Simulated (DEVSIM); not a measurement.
Structure: illuminated Si p-on-n cell, one wavelength, at 300 K.

```tsv
layer (left to right)	material	thickness (μm)	Nd (cm⁻³)	Na (cm⁻³)	τn (s)	τp (s)	absorption coefficient (cm⁻¹)
1	Si	0.520	-	4e18	2.4e-6	3.6e-7	160
2	Si	140	2.7e17	-	8.2e-6	8.2e-6	160
```

Left contact: ohmic, minority electron recombination velocity 4e5 cm/s. Right contact: ohmic, minority hole recombination velocity 40000 cm/s. Voltage is applied to the left contact. Recombination: SRH at mid-gap, radiative, Auger. Light enters at the left, 9.2e17 photons cm⁻² s⁻¹, one pass, no reflection. Mobility is μmin + (μ − μmin)/(1 + (N/Nref)^α).

The device is made up for the run: typed textbook-type constants, with dimensions and the other settings drawn at random. Values at 300 K.

| parameter | Si |
|---|---|
| gap (eV) | 1.124 |
| affinity (eV) | 4.05 |
| permittivity | 11.7 |
| Nc (cm⁻³) | 2.86e19 |
| Nv (cm⁻³) | 3.1e19 |
| μn (cm²/Vs) | 1417 |
| μp (cm²/Vs) | 470 |
| μn,min | 52 |
| μp,min | 45 |
| Nref,n | 9.7e16 |
| Nref,p | 2.2e17 |
| αn | 0.68 |
| αp | 0.72 |
| B (cm³/s) | 4.7e-15 |
| Cn (cm⁶/s) | 2.8e-31 |
| Cp (cm⁶/s) | 9.9e-32 |

Model (solved in DEVSIM): 1D drift-diffusion, Boltzmann statistics, complete ionisation; no tunnelling, impact ionisation, image-force lowering or self-heating.

The doping Na of layer 1 was swept, all else fixed.

```csv
doping Na of layer 1 (cm^-3),largest field in the device at zero bias (V/cm),open-circuit voltage (V),largest power (mW/cm²),dark forward voltage at 100 A/cm² (V)
1.2e17,140000,0.558,32.8,0.811
4e17,200000,0.597,35.4,0.848
1.2e18,240000,0.634,38.0,0.882
4e18,270000,0.672,40.4,0.909
1.2e19,310000,0.697,42.3,0.926
```

From the first row to the last the largest field in the device at zero bias goes from 140000 to 310000. From the first row to the last the open-circuit voltage goes from 0.558 to 0.697.
